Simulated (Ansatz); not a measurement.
We consider MgO (model structure, started from the CsCl type, Pm-3m, No. 221, 2 atoms in the cell; like a known high-pressure phase), described by r²SCAN+rVV10 in Ansatz (plane waves, PAW).

Settings: plane-wave cutoff 560 eV, 14×14×14 k mesh, Fermi–Dirac smearing 0.01 eV, scalar-relativistic PAW data made under PBE.

Computed at the level's own relaxed cell.

```
CELL_PARAMETERS angstrom
      2.61752     0.00000     0.00000
      0.00000     2.61752     0.00000
      0.00000     0.00000     2.61752
ATOMIC_POSITIONS crystal
  Mg 0.00000 0.00000 0.00000
  O  0.50000 0.50000 0.50000
```

Problem. List the 5 lowest band energies at Γ above −25 eV (eV, relative to the valence band maximum), grouping those that round alike.

Solution. At Γ: -19.63, -1.06 (×3), 3.52.

A model structure was made by putting elements into a prototype or built by hand; it is no filed structure, need not be a known phase, and can be a saddle point held by its symmetry.

Ansatz is a first-principles code.
